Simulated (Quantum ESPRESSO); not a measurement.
# Habitual settings against a tight run: the (001) slab of LiLaSO (cut from a parent of space group no. 129; 8 atoms in the cell)

Self-consistent single point.

```
CELL_PARAMETERS angstrom
      4.05760     0.00000     0.00000
      0.00000     4.05760     0.00000
      0.00000     0.00000    21.04420
ATOMIC_POSITIONS crystal
  Li 0.50000 0.50000 0.39985
  Li 0.00000 0.00000 0.39985
  La 0.00000 0.50000 0.54917
  La 0.50000 0.00000 0.66737
  S  0.50000 0.00000 0.46706
  S  0.00000 0.50000 0.33263
  O  0.00000 0.00000 0.60827
  O  0.50000 0.50000 0.60827
```

Level of theory: PBEsol, GBRV 1.5 ultrasoft (PBESOL) pseudopotentials (plane waves; Quantum ESPRESSO).

Base settings: ecutwfc = 40 Ry; ecutrho = 200 Ry; occupations = smearing; smearing = fd; degauss = 0.0073499 Ry; K_POINTS = automatic 7 7 1 0 0 0; conv_thr = 1e-10 Ry; mixing_beta = 0.2.

Tight run (finer mesh or higher cutoff; not a proven limit): ecutwfc: 40 Ry → 56 Ry; ecutrho: 200 Ry → 280 Ry; conv_thr: 1e-10 Ry → 7.3e-11 Ry; K_POINTS: automatic 7 7 1 0 0 0 → automatic 10 10 1 0 0 0. It gave Fermi level (on the code's own zero) 0.57 eV; pressure averaged over the cell with its vacuum -1.66 GPa; largest force (vector length) 2.008 eV/Å.

Quick runs, as changes from the base:
- A: the base itself
- B: ecutwfc: 40 Ry → 20 Ry; ecutrho: 200 Ry → 100 Ry; pseudopotentials: {Li: li_pbesol_v1.4.uspp.F.UPF, La: la_pbesol_v1.uspp.F.UPF, S: s_pbesol_v1.4.uspp.F.UPF, O: o_pbesol_v1.2.uspp.F.UPF} → {Li: li_lda_v1.4.uspp.F.UPF, La: la_lda_v1.uspp.F.UPF, S: s_lda_v1.4.uspp.F.UPF, O: o_lda_v1.2.uspp.F.UPF}; K_POINTS: automatic 7 7 1 0 0 0 → automatic 8 8 1 0 0 0 [LDA (PZ)]
- C: ecutwfc: 40 Ry → 24 Ry; ecutrho: 200 Ry → 120 Ry; conv_thr: 1e-10 Ry → 7.3e-05 Ry; K_POINTS: automatic 7 7 1 0 0 0 → automatic 1 1 1 0 0 0
- D: ecutwfc: 40 Ry → 20 Ry; ecutrho: 200 Ry → 100 Ry; degauss: 0.0073499 Ry → 0.019992 Ry; K_POINTS: automatic 7 7 1 0 0 0 → automatic 4 4 1 0 0 0
- E: ecutwfc: 40 Ry → 24 Ry; ecutrho: 200 Ry → 120 Ry; smearing: fd → gauss; degauss: 0.0073499 Ry → 0.036749 Ry; K_POINTS: automatic 7 7 1 0 0 0 → automatic 3 3 1 0 0 0
- F: ecutwfc: 40 Ry → 24 Ry; ecutrho: 200 Ry → 120 Ry; smearing: fd → mp; degauss: 0.0073499 Ry → 0.019992 Ry; K_POINTS: automatic 7 7 1 0 0 0 → automatic 6 6 1 0 0 0

Energies are extrapolated to zero smearing width, which holds to low order in the width alone (under cold and Methfessel-Paxton smearing the free energy itself is taken).

Dashes: energy of B, another energy zero.

† marks runs with another functional, U, potentials or spin treatment: their distance from the tight run is not a convergence error alone.

The count of work is k-points × plane waves × bands × iterations; it is no time. Core times come from one kind of shared machine and are given to one figure; runs under 30 s give none.

The starting cell comes from a database of computed structures (which also holds hypothetical and non-ambient phases and stackings), without a prior relaxation at this level. The slab is cut from that crystal, and its faces are unrelaxed. Its lattice was rescaled in the plane by a random factor within 2.5 % of one. Spin polarisation is off, though cut faces can carry moments; the slab shows no gap. The two faces of this cut differ, and no dipole correction was used. In the base run, forces exceed 1 eV/Å.

```
run  energy less tight (meV/atom)  largest miss in a force vector (eV/Å)  count of work / tight  core time / tight (rough)
---  ----------------------------  -------------------------------------  ---------------------  -------------------------
A                             2.4                                  0.008                   0.28                        0.4
B†                              –                                  0.175                   0.20                        0.2
C                           498.6                                  2.139                  0.015                        0.1
D                           933.4                                  0.438                  0.053                        0.1
E                           269.7                                  0.189                  0.038                        0.1
F                           280.1                                  0.120                   0.13                        0.2
```

Among the runs at the tight run's level, the energy misses run from 2.4 to 933.4 meV/atom.
